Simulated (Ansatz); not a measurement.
# How the equilibrium volume per atom of SnO (model structure, started from the h-BN type, P6₃/mmc, No. 194, 4 atoms in the cell) moves with the method

No measured value is used here.

| level (code) | value (Å³/atom) |
|---|---|
| PBE (Ansatz) | 19.71 |
| PBEsol (Ansatz) | 18.77 |
| PBE-D3(BJ) (Ansatz) | 19.26 |

PBE-D3(BJ): a distance lies near a switch of the dispersion term, which can move the cell. Ansatz's density-functional and Hartree–Fock values are scalar-relativistic unless marked +SOC, with PAW data made under PBE.

A model structure was made by putting elements into a prototype or built by hand; it is no filed structure, need not be a known phase, and can be a saddle point held by its symmetry.

Ansatz is a quantum-chemistry and plane-wave program.
